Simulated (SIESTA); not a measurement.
SIESTA run on Tc3Sn (P-6m2, 4 atoms in the cell): self-consistent single point.

Method of the run: GGA PBEsol with spin-orbit coupling, numerical atomic orbitals DZP, PseudoDojo PBEsol fully relativistic norm-conserving potentials (rewritten from UPF to PSML) in SIESTA 5.4.2.

```
Tc3Sn
1.0
    2.88246     0.00000     0.00000
   -1.44123     2.49629     0.00000
    0.00000     0.00000     8.45992
Tc Sn
3 1
Direct
  0.00000   0.00000   0.50000
  0.33333   0.66667   0.26178
  0.33333   0.66667   0.73822
  0.00000   0.00000   0.00000
```

Reference input (self-consistent single point, DFT, GGA PBEsol, numerical atomic orbitals DZP, PseudoDojo PBEsol standard norm-conserving potentials (rewritten from UPF to PSML)): XC.functional = GGA; XC.authors = PBEsol; potentials = PseudoDojo PBEsol standard; PAO.BasisSize = DZP; PAO.EnergyShift = 0.01 Ry; MeshCutoff = 350 Ry; kgrid.MonkhorstPack = 12 12 4; OccupationFunction = FD; ElectronicTemperature = 0.05 eV; MaxSCFIterations = 150; SCF.Mixer.Method = Pulay; SCF.Mixer.Weight = 0.25. This run's input differs from it in these lines:

```diff
@@ -1,2 +1,2 @@
-# files in the folder: Tc.psml Sn.psml (PseudoDojo PBEsol standard)
+# files in the folder: Tc.psml Sn.psml (PseudoDojo PBEsol fully relativistic)
 SystemName  Tc3Sn
@@ -36,2 +36,9 @@
 ElectronicTemperature        0.05 eV
+Spin                         spin-orbit
+%block DM.InitSpin
+  1 0.00 0.00 0.00
+  2 0.00 0.00 0.00
+  3 0.00 0.00 0.00
+  4 0.00 0.00 0.00
+%endblock DM.InitSpin
```

Log, with long lists cut:

```
        iscf     Eharris(eV)        E_KS(eV)     FreeEng(eV)     dDmax    Ef(eV) dHmax(eV)
   scf:    1    -9011.836320    -9053.310551    -9053.335252  0.626840 -4.658896 12.887276
     spin moment: {S} , |S| = {   -0.00000    0.00000   -0.00000 }     0.00000
   scf:    2    -8981.404151    -9035.977637    -9036.007021  0.321615 -4.423302 29.797605
     spin moment: {S} , |S| = {   -0.00000    0.00000    0.00000 }     0.00000
   scf:    3    -9044.142248    -9056.540116    -9056.569403  0.228195 -4.791355  5.503546
     spin moment: {S} , |S| = {    0.00000   -0.00000    0.00000 }     0.00000
   [... lines left out ...]
     spin moment: {S} , |S| = {   -0.00000    0.00000    0.00000 }     0.00000
   scf:    9    -9058.543843    -9058.543807    -9058.577025  0.000310 -5.140008  0.014232
     spin moment: {S} , |S| = {   -0.00000   -0.00000    0.00000 }     0.00000
   scf:   10    -9058.543826    -9058.543814    -9058.577035  0.000240 -5.140355  0.001277
     spin moment: {S} , |S| = {   -0.00000    0.00000   -0.00000 }     0.00000
   scf:   11    -9058.543818    -9058.543813    -9058.577036  0.000059 -5.140424  0.000767
     spin moment: {S} , |S| = {   -0.00000    0.00000    0.00000 }     0.00000
SCF Convergence by DM+H criterion
max |DM_out - DM_in|         :     0.0000594659
max |H_out - H_in|      (eV) :     0.0007673960
SCF cycle converged after 11 iterations

Using DM_out to compute the final energy and forces

siesta: E_KS(eV) =            -9058.5438

siesta: E_KS - E_eggbox =     -9058.5438

siesta: Atomic forces (eV/Ang):
     1    0.000012   -0.000007    0.000000
     2   -0.000027    0.000016   -0.120042
     3   -0.000027    0.000016    0.120042
     4    0.000039   -0.000022   -0.000000
   Tot   -0.000003    0.000001    0.000000
   Max    0.120042
   Res    0.049007    sqrt( Sum f_i^2 / 3N )
   Max    0.120042    constrained

Stress tensor Voigt[x,y,z,yz,xz,xy] (kbar):      -38.90      -38.80      -70.94       -0.00       -0.00        0.09
(Free)E + p*V (eV/cell)    -9056.6946
   [... lines left out ...]
siesta: FreeEng =     -9058.577036
   [... lines left out ...]
siesta:    -0.024279    0.000055   -0.000000
siesta:     0.000055   -0.024217   -0.000000
siesta:    -0.000000   -0.000000   -0.044277

siesta: Cell volume =         60.872980 Ang**3

siesta: Pressure (static):
siesta:                Solid            Molecule  Units
siesta:           0.00033681          0.00030795  Ry/Bohr**3
siesta:           0.03092447          0.02827470  eV/Ang**3
siesta:          49.54646793         45.30106539  kBar
```

The run converged in 11 iterations. Against the reference run the pressure goes from 5.21 to 4.95 GPa and the largest force goes from 0.115 to 0.120 eV/Å.

The starting cell comes from a database of computed structures (which also holds hypothetical and non-ambient phases and stackings), without a prior relaxation at this level. Its lattice was rescaled by a random factor within 2.5 % of one. Values carry the incompleteness of an atom-centred basis. With a pressure of about 5 GPa the cell is away from its equilibrium volume at this level.

Cost on one core of a shared machine: roughly 2 min.
